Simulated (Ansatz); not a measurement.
Input and report of a finite-temperature phonon run in Ansatz (PBE). Spin-orbit coupling is not included. The cell is fixed at its relaxed static size. Melting and transitions to other phases are not modelled.

Ansatz 0.2 input:
```yaml
crystal:
  lattice:
    - [4.2061669992, 0.0, 0.0]
    - [0.0, 4.2061669992, 0.0]
    - [0.0, 0.0, 4.2061669992]
  atoms:
    - { symbol: Ba, position: [0.0, 0.0, 0.0] }
    - { symbol: Hf, position: [0.5, 0.5, 0.5] }
    - { symbol: O, position: [0.0, 0.5, 0.5] }
    - { symbol: O, position: [0.5, 0.5, 0.0] }
    - { symbol: O, position: [0.5, 0.0, 0.5] }
kpoints:
  mp_grid: { grid: [6, 6, 6] }
hamiltonian:
  xc: pbe
  pseudopotentials: { kind: paw }
scf:
  occupations: { method: fixed }
phonons:
  supercell: [2, 2, 2]
  self_consistent:
    temperatures: [300, 1000]
    max_frequency_error: 3.0
    max_frames: 240
checkpoint:
  write: run
output:
  stress: true
```

```
--- Phonons at temperature: the self-consistent harmonic approximation ---
  24 frames of 40 atoms (2×2×2 cells), in populations of 8, 8 at 1000 K and 8 at 300 K: nothing lacks frames
  of 24 their SCF's own steps read whether they stand on a minimum of the electronic energy; no probe, look outside the group or whole filling of a shell is made of a frame, whatever scf.lower_state_search; one on another minimum than the …
  at 300 K
    the largest error of a frequency is 0.21 times what was asked for; the fitted model misses 3.5 % of the forces, every mode counted alike and far frames for less, of frames that it was not fitted to; the frames count as 8.0 of this …
    softest of the free energy's second derivatives: 79.06 ± 1.20 cm⁻¹ at q 0.5000 0.5000 0.5000; not told ahead of this temperature's last population
    the crystal stands in this phase at this temperature, as far as these wave vectors tell
    the ions' mean positions are those at rest
    free energy -23382.387854 ± 0.000175 eV a cell, of which vibrations 0.041276; entropy 127.700 ± 0.060 J/(mol·K) of cells
      by the supercell's own 117 modes alone, which lack the rigid motions: not to be laid beside figures on a mesh. There are none: the force constants hold no dipole–dipole term between the supercell's wave vectors
      the supercell's own free energy is the best Gaussian's, an upper bound on the crystal's: what lies beyond it on the fitted surface stands below, to be added
    pressure 1.2629 ± 0.0301 GPa; at rest 0.0006, so that the ions' motion makes +1.2622
      stress (GPa, positive in compression): xx 1.2629 ± 0.0301, yy 1.2629 ± 0.0301, zz 1.2629 ± 0.0301, yz 0.0000 ± 0.0000, xz 0.0000 ± 0.0000, xy 0.0000 ± 0.0000
      by the supercell's own 117 modes alone, which lack the rigid motions: in the warmth about 1/40 of what the motion makes, which no ± holds; not to be laid beside figures on a mesh
    beyond the Gaussian, in the hollow that it stands in and those that the ions reach from there, by exact statistics on the surface that is fitted to the frames (rings of 8 beads):
      free energy -0.002802 ± 0.000127 eV a cell
      leaving out a pair of frames, or group of many, changes the fitted energy by up to 0.05 k_B T, T the rings' temperature (one standard deviation); of these ± those of the frequencies lack the bias that few frames leave, and those of …
      pressure -0.0137 ± 0.0083 GPa; with it, by the rings' own mean, 1.2490 ± 0.0339, so that the ions' motion makes +1.2484: by the supercell's own 117 modes alone, as the Gaussian's
      mean square displacement, over the three axes, of site 3 from 0, O, the most changed: 0.03120 ± 0.00023 Å², of which +0.00203 beyond the Gaussian's
      softest frequency by how far the rings' centres move (above zero always: no sign of whether the crystal stands): 79.09 ± 0.60 cm⁻¹ at q 0.5000 0.5000 0.5000
    frequencies (cm⁻¹; below zero: imaginary; ±: error) of the harmonic crystal, of the Gaussian, of the free energy's second derivatives, each in its own ascending order
      q 0.0000 0.0000 0.0000
            94.79      108.57 ±  0.28      106.86 ±  0.29
            94.79      108.57 ±  0.28      106.86 ±  0.29
            94.79      108.57 ±  0.28      106.86 ±  0.29
           178.92      197.09 ±  0.85      193.43 ±  0.97
           178.92      197.09 ±  0.85      193.43 ±  0.97
           178.92      197.09 ±  0.85      193.43 ±  0.97
           202.42      218.10 ±  0.34      214.83 ±  0.52
           202.42      218.10 ±  0.34      214.83 ±  0.52
           202.42      218.10 ±  0.34      214.83 ±  0.52
           495.21      499.19 ±  1.32      494.46 ±  1.31
           495.21      499.19 ±  1.32      494.46 ±  1.31
           495.21      499.19 ±  1.32      494.46 ±  1.31
      q 0.0000 0.0000 0.5000, and 2 like it
            78.18       85.72 ±  0.16       83.61 ±  0.21
            78.18       85.72 ±  0.16       83.61 ±  0.21
            90.85       94.00 ±  0.18       92.30 ±  0.23
            90.85       94.00 ±  0.18       92.30 ±  0.23
           131.28      135.40 ±  0.13      132.41 ±  0.74
           168.31      171.34 ±  0.87      167.49 ±  1.00
           200.89      217.13 ±  0.77      212.51 ±  0.82
           200.89      217.13 ±  0.77      212.51 ±  0.82
           238.17      249.98 ±  0.79      245.53 ±  0.81
           266.32      273.55 ±  0.37      271.12 ±  0.65
           266.32      273.55 ±  0.37      271.12 ±  0.65
           393.79      398.64 ±  0.72      394.84 ±  0.82
           480.68      485.47 ±  1.36      480.07 ±  1.35
           480.68      485.47 ±  1.36      480.07 ±  1.35
           705.65      701.58 ±  1.08      687.70 ±  1.83
      q 0.0000 0.5000 0.5000, and 2 like it
            78.09       84.86 ±  0.51       82.32 ±  0.79
            78.33       85.56 ±  0.17       82.68 ±  0.35
            78.33       85.56 ±  0.17       82.68 ±  0.35
            82.10      108.68 ±  0.20      105.86 ±  1.13
           104.89      111.84 ±  0.34      107.48 ±  0.21
           176.78      184.04 ±  0.55      180.80 ±  0.58
           176.78      184.04 ±  0.55      180.80 ±  0.58
           277.35      284.05 ±  0.71      281.11 ±  0.77
           277.35      284.05 ±  0.71      281.11 ±  0.77
           296.42      300.00 ±  0.49      297.14 ±  0.76
           296.42      300.00 ±  0.49      297.14 ±  0.76
           403.86      409.33 ±  0.81      405.57 ±  0.85
           462.84      468.43 ±  1.16      462.38 ±  1.13
           549.21      549.52 ±  1.05      536.30 ±  1.21
           753.40      750.40 ±  2.26      737.85 ±  3.99
      q 0.5000 0.5000 0.5000
            25.57       84.51 ±  0.60       79.06 ±  1.20
            25.57       84.51 ±  0.60       79.06 ±  1.20
            25.57       84.51 ±  0.60       79.06 ±  1.20
```

Cost: around 110 core-minutes (rough).

Ansatz is a program for electronic structure.
